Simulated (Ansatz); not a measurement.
A 54-atom cell of (Si,Sn) started in the diamond structure, site fractions Si 0.333, Sn 0.667, short-range order 0.00 among the nearest mixed sites of the first mixed sublattice (0 is random, a negative value favours unlike neighbours), space group P1 at the end. The mixed sublattice has 54 sites.

The mixing enthalpy is taken against the end members in the diamond type, relaxed in the same cell and mesh.

The numbers are results of PBE (plane waves to 420 eV, PAW; Ansatz, a first-principles code), not measurements. Scalar-relativistic, without spin–orbit coupling. Its k-point mesh 2×2×2 shifted by 0.5, 0.5, 0.5, Fermi–Dirac width 0.01 eV.

| cell | energy at zero smearing (eV) |
|---|---|
| Si | -34333.752 |
| Sn | -325307.493 |
| Sn2Si | -228309.033 |

Task: Work out the mixing enthalpy per mixed site and the interaction parameter Ω of a regular solution.

Result: With x = 36/54 of the second end member, ΔH = [-228309.033 − 18/54 × (-34333.752) − 36/54 × (-325307.493)] / 54 = 133.6 meV against the separate end members. Ω = ΔH / x(1 − x) = 601 meV, which puts the top of the miscibility gap of this model at Ω / 2k = 3490 K.
